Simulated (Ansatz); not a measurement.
A self-consistent single point of CdS (Fm-3m, 2 atoms in the cell) with Ansatz (a program for electronic structure)

Method of the run: LDA (PW92), default PAW files made with PBE (plane waves; Ansatz).

Input as run:

Ansatz 0.2 input:
```yaml
# CdS
crystal:
  lattice:
    - [0.000000, 2.761505, 2.761505]
    - [2.761505, 0.000000, 2.761505]
    - [2.761505, 2.761505, 0.000000]
  atoms:
    - { symbol: Cd, position: [0.000000, 0.000000, 0.000000] }
    - { symbol: S, position: [0.500000, 0.500000, 0.500000] }
basis:
  ecutwfc: 420.0
kpoints:
  mp_grid: { grid: [8, 8, 8] }
hamiltonian:
  xc: lda
  pseudopotentials: { kind: paw }
scf:
  occupations: { method: fermi_dirac, width: 0.01 }
output:
  forces: true
  eigenvalues: true
  stress: true
```

Output (repeated stretches shortened):

```
WARN ansatz: RAYON_NUM_THREADS=1 ignored (pool sized by the plan → 1); use --threads N
Pseudopotentials: kind: paw
Pseudopotential: Cd, paw, valence charge 20
Pseudopotential: S, paw, valence charge 6
Crystal: 2 atoms, lattice volume = 42.118 Å³
Basis set: ecut = 420 eV, 869 PW (Γ)
Bands: 17, of which v1, the nominal top of the filled ones, is band 13 counted from 1 (12 counted from 0)
Symmetry: 48 space group operations
Space group: Fm-3m (ITA 225), of the structure as read, at distance tolerance 3.5e-5 Å
k-points: 29 of 512
PAW frozen core: Cd, regenerated for the run's functional, and the local potential with it
PAW frozen core: S, regenerated for the run's functional, and the local potential with it
Initial density: superposition of atomic densities (neutral atoms: chi_scale 0, normalization atom), corrected by the library's trained network
Initial wavefunctions: pseudopotential atomic-orbital guess
Eigensolver: davidson
Functional: x = slater, c = lda
SCF iter   1: F=—  HF=-8988.407329 eV  |F-HF|=—  |Δ(HF+E_count)|=         —  Δρ=9.08e-3  dr2=3.01e-2  ethr=1.77e-3  ⟨swp⟩=5.2  Hψ=2415  notcnv=0
all-band conjugate gradients solve this SCF's bands
preconditioner: auto → none
SCF iter   2: F=—  HF=-8988.398031 eV  |F-HF|=—  |Δ(HF+E_count)|=   9.30e-3  Δρ=2.65e-3  dr2=1.21e-3  ethr=1.16e-4  ⟨swp⟩=2.0  Hψ=1074  notcnv=0
SCF iter   3: F=—  HF=-8988.397681 eV  |F-HF|=—  |Δ(HF+E_count)|=   3.50e-4  Δρ=1.18e-3  dr2=2.80e-4  ethr=4.67e-6  ⟨swp⟩=3.0  Hψ=864  notcnv=0
SCF iter   4: F=—  HF=-8988.397597 eV  |F-HF|=—  |Δ(HF+E_count)|=   8.31e-5  Δρ=3.15e-5  dr2=5.13e-7  ethr=1.08e-6  ⟨swp⟩=1.0  Hψ=493  notcnv=0
SCF iter   5: F=—  HF=-8988.397580 eV  |F-HF|=—  |Δ(HF+E_count)|=   1.78e-5  Δρ=1.79e-5  dr2=9.93e-8  ethr=1.97e-9  ⟨swp⟩=2.1  Hψ=713  notcnv=0
SCF iter   6: F=-8988.397580 eV  HF=-8988.397580 eV  |F-HF|=6.66e-10  |Δ(HF+E_count)|=   3.72e-8  Δρ=2.03e-6  dr2=1.17e-9  ethr=3.82e-10  ⟨swp⟩=2.9  Hψ=1820  notcnv=0
SCF 1 converged in 6 iterations: F = -8988.397580 eV  dr2 = 1.17e-9
SCF converged after 6 iterations
Free energy (F): -8988.397580 eV
Harris-Foulkes:  -8988.397580 eV  (|F-HF|=6.66e-10)
Internal energy: -8988.397209 eV  (E = F + TS)
E sigma→0 (E₀):  -8988.397394 eV
Entropy (-TS):   -0.000371 eV (-0.185 meV/atom)
Fermi energy:    8.970916 eV
--- Per-component energies (eV) ---
  E_band       = -456.608815
  E_kinetic    = 610.405493
  E_local      = -3590.608729  (includes V_loc(G=0)·N_el)
  E_nonlocal   = 71.310079
  E_hartree    = 1654.241334
  E_xc         = -270.694437
  E_vxc        = -307.717303  (∫ρ·V_xc dr)
  E_paw        = -4517.125304  (= ΣΔE_a)
  E_vpaw       = -548.482143  (= ΣTr[D̂ρ^β])
  E_aug_tail   = 0.000013  (compensation charges beyond the density's cutoff)
  E_ewald      = -2946.845424
  E_core_change = 0.919766  (= ΣΔE_core)
  E_smearing   = -0.000371  (= −TS)
  E_closure    = 0.000000  (closes the sum)
  Σ components = -8988.397580   (vs F -8988.397580, Δ=0.00e0)
--- Forces (eV/Å), atoms counted from 1 ---
  atom   1  Cd    -0.00000000     0.00000000     0.00000000
  atom   2  S      0.00000000     0.00000000     0.00000000
  max |Σ_I F_I| component: 7.56e-31 eV/Å
--- Stress (GPa, compression-positive) ---
       -7.380590      -0.000000       0.000000
        0.000000      -7.380590       0.000000
       -0.000000      -0.000000      -7.380590
  P = ⅓ Tr σ = -7.3806 GPa (-73.806 kbar)
  The stress holds the Pulay correction. Without it, at fixed plane waves, as pw.x and ABINIT print it: P = -7.4018 GPa
--- Band table (eV; the first three rows and the last of 29) ---
  k-point 0: bands = ["-92.3843", "-53.5324", "-53.5324", "-53.5324", "-3.6529", "1.3860", "1.3860", "1.3901", "1.3901", "1.3901", "8.2394", "8.2394", "8.2394", "9.4972", "18.0537", "18.0537", "18.0537"]
  k-point 1: bands = ["-92.3843", "-53.5326", "-53.5324", "-53.5324", "-3.5234", "1.3429", "1.3429", "1.3764", "1.4173", "1.4173", "7.0267", "8.3329", "8.3329", "10.7035", "16.7847", "17.6464", "17.6464"]
  k-point 2: bands = ["-92.3843", "-53.5331", "-53.5325", "-53.5325", "-3.1768", "1.2408", "1.2408", "1.3252", "1.4855", "1.4855", "5.5647", "8.5713", "8.5713", "11.9834", "15.5240", "16.1996", "16.1996"]
  k-point 28: bands = ["-92.3842", "-53.5333", "-53.5333", "-53.5330", "-2.6353", "1.2586", "1.3945", "1.3945", "1.6478", "2.1047", "5.8398", "5.8398", "6.0773", "12.1152", "15.3933", "16.4072", "16.4072"]
```

The run converged in 6 iterations.

The starting cell comes from a database of computed structures (which also holds hypothetical and non-ambient phases and stackings), without a prior relaxation at this level. Its lattice was rescaled by up to half a per cent. With a pressure of about -7 GPa the cell is away from its equilibrium volume at this level. Ansatz's pressure includes its estimate of the finite-basis (Pulay) stress. The run gives no clean gap (levels at the Fermi energy touch, overlap or are partly filled at this smearing), which alone does not show that the compound is a metal.
